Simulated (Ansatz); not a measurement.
Here is the system:

```
CELL_PARAMETERS angstrom
      3.06877     0.00000     0.00000
     -1.53438     2.59281     0.00000
      0.00000     0.00000     3.15953
ATOMIC_POSITIONS crystal
  Ti 0.00000 0.00000 0.00000
  B  0.66711 0.33422 0.50000
  B  0.33289 0.66578 0.50000
```

No spin polarisation.

All numbers come from plane-wave PAW DFT at the LDA level (Ansatz, a quantum-chemistry and plane-wave program, 420 eV), spin-orbit coupling left out. Γ-centred 13×13×10 mesh, Fermi–Dirac width 0.05 eV.

Problem. Predict the space group.

Solution. Cmmm (No. 65).

Problem. Predict the pressure (mean of the normal stresses, compression positive).

Solution. -6.9 GPa.

Problem. What is the computed band gap?

Solution. Zero.

A case with no gap was solved on a k-mesh chosen for an insulator, which is coarse for it. The cells carry an imposed strain or load. Whether these cells are dynamically stable was not tested. All final runs are without spin polarisation. The cell was made from TiB2 (space group P6/mmm, No. 191) by this change: uniaxial strain ε_xx = +2.50 %.
